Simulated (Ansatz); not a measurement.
The starting structures come from a database of crystals and need not be the phases stable at ambient conditions.

By PBEsol, the system below comes out a metal.

The ballistic (Sharvin) conductance counts the channels at the Fermi level: G/A = (e²/h) × channels of both spins per area.

Given:

```
SrTl
1.0
    4.06285     0.00000     0.00000
    0.00000     4.06285     0.00000
    0.00000     0.00000     4.06285
Sr Tl
1 1
Direct
  0.00000   0.00000   0.00000
  0.50000   0.50000   0.50000
```

Space group of this cell: Pm-3m, CsCl type. The cell is taken as given; by PBEsol its mean pressure is -0.9 GPa.

The current flows along the normal of the first two printed cell vectors, the (001) plane of the conventional cell. No spin-orbit coupling; the value is a mean over 0.1 eV about the Fermi level.

Task: Compute, with Ansatz (a quantum-chemistry and plane-wave program) with PBEsol, the ballistic conductance per area.

Result: 0.44 × 10¹⁵ S/m² for both spins.
